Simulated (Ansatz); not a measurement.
ZnSe: tensor shear ε_xy = +1.71 %

Base system: ZnSe in the zinc blende structure (space group F-43m, No. 216; a = 5.568 Å). Axes: x, y, z lie along the cube axes.

Modification: tensor shear ε_xy = +1.71 % (engineering shear γ = 0.0342), atoms relaxed at fixed cell.

The values are results of LDA in Ansatz (plane waves to 420 eV, PAW, spin-orbit coupling left out), not measurements. Γ-centred 10×10×10 mesh, Fermi–Dirac width 0.05 eV.

- Shortest interatomic distance = 2.404 Å (base 2.411 Å)
- Energy relative to the base (free energy F) = +3.4 meV/atom
- Band gap = 1.13 eV (base 1.25 eV)
- Gap character = direct at Γ (base direct at Γ)
- Valence-band top at Γ (three highest levels, from the VBM) = 0.00, -0.12, -0.21 eV (base 0.00, 0.00, 0.00 eV)
- Valley order (the lowest conduction-band minima on the path, energy above the VBM, named in the base's zone) = Γ 1.13 eV; L along [1-1-1] 2.20 eV; L along [111] 2.47 eV; X along [001] 2.47 eV (base Γ 1.25 eV; L along ⟨111⟩ 2.45 eV; X along ⟨100⟩ 2.69 eV)
- Largest internal atomic displacement = 0.017 Å
- Stress (xx, yy, zz, yz, xz, xy; compression positive) = (0.02, 0.02, -0.01, 0.00, 0.00, -1.47) GPa

Final structure:

```xyz
2
Lattice="0.0476 2.7838 2.7838 2.7838 0.0476 2.7838 2.8314 2.8314 0.0000" Properties=species:S:1:pos:R:3 pbc="T T T"
Zn     0.0000     0.0000     0.0172
Se     1.4157     1.4157     1.3747
```

The cells carry an imposed strain or load. No phonon test of stability was made. Labels are those of the standard path for the cell's own space group.

Ansatz is an electronic-structure program.
